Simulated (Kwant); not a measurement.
System: In0.53Ga0.47As/InP stack with 2 barriers. One parabolic valley. Leads of mass 0.041 mₑ with the band edge at 0; grid 0.1 nm; bias swept from 0.01 to 0.375 V, dropping linearly over the stack. Emitter Fermi level 0.02 eV, 4 K, equal in the collector.

```csv
layer,thickness (nm),band offset (eV),mass (mₑ)
1,2,0.25,0.08
2,8.9,0,0.041
3,2.6,0.25,0.08
```

Constants are typed, rounded textbook-type inputs, not results; the design itself was drawn at random and stands for no fabricated device.

Computed with Kwant: one-band effective-mass tight-binding model in one dimension, coherent, no space charge, current by the Tsu-Esaki formula.

| bias (V) | A | B | C | D | E |
|---|---|---|---|---|---|
| 0.01000 | 98.7 | 86.4 | 10.7 | 13600 | 86.2 |
| 0.02259 | 265 | 164 | 24.7 | 31500 | 187 |
| 0.04776 | 3410 | 387 | 146 | 66000 | 684 |
| 0.07293 | 33700 | 944 | 5120 | 82200 | 4560 |
| 0.08552 | 28300 | 1570 | 10200 | 60300 | 18800 |
| 0.1107 | 2270 | 5780 | 537 | 19700 | 45500 |
| 0.1359 | 1200 | 34700 | 240 | 21700 | 5950 |
| 0.1484 | 1030 | 56500 | 198 | 24300 | 3480 |
| 0.1736 | 921 | 26000 | 166 | 31900 | 1960 |
| 0.1988 | 958 | 7720 | 165 | 43300 | 1490 |
| 0.2240 | 1120 | 4230 | 185 | 59100 | 1320 |
| 0.2366 | 1250 | 3480 | 204 | 69100 | 1290 |
| 0.2617 | 1690 | 2660 | 265 | 93600 | 1320 |
| 0.2869 | 2530 | 2270 | 380 | 124000 | 1440 |
| 0.2995 | 3220 | 2150 | 473 | 142000 | 1530 |
| 0.3247 | 5860 | 2040 | 808 | 179000 | 1810 |
| 0.3498 | 12700 | 2020 | 1620 | 212000 | 2260 |
| 0.3750 | 30300 | 2080 | 3940 | 228000 | 2970 |

Task: Column A is the base. The others each differ by one change: Fermi level in the emitter 0.02 → 0.01 eV; temperature 4 → 300 K; width of the first well 8.9 → 5.3 nm; width of the first well 8.9 → 7.1 nm. Which is which?

Result: B: width of the first well 8.9 → 5.3 nm; C: Fermi level in the emitter 0.02 → 0.01 eV; D: temperature 4 → 300 K; E: width of the first well 8.9 → 7.1 nm.
